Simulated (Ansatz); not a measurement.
Data:

```xyz
8
Lattice="4.1258 0.0000 0.0000 -2.0629 3.5731 0.0000 0.0000 0.0000 7.2811" Properties=species:S:1:pos:R:3 pbc="T T T"
La     2.0629     1.1910     5.4609
La     0.0000     2.3821     1.8203
F      0.0000     2.3821     6.6991
F      2.0629     1.1910     0.5820
F      2.0629     1.1910     3.0585
F      0.0000     2.3821     4.2226
F      0.0000     0.0000     1.8203
F      0.0000     0.0000     5.4609
```

A single point on LaF3 with a change (pressure 0.3 GPa), its geometry relaxed with PBEsol.

Level of theory: PBEsol, PAW, 420 eV (Ansatz, a quantum-chemistry and plane-wave program; with spin-orbit coupling). Settings: 9×9×5 k-points, 0.05 eV Fermi–Dirac smearing.

### Question
Predict the width of the top valence band, band gap and valence-band top at Γ.

### Answer
- Width of the top valence band: 0.70 eV
- Band gap: 5.95 eV
- Valence-band top at Γ (three highest Kramers pairs, from the VBM): 0.00, -0.42, -0.55 eV

Single points use the geometry relaxed with PBEsol. Load acts through the strain it causes; cell and atoms are relaxed under it. Stability against distortions was not tested. The cell was made from LaF3 (space group P6_3/mmc, No. 194) by this change: pressure 0.3 GPa.
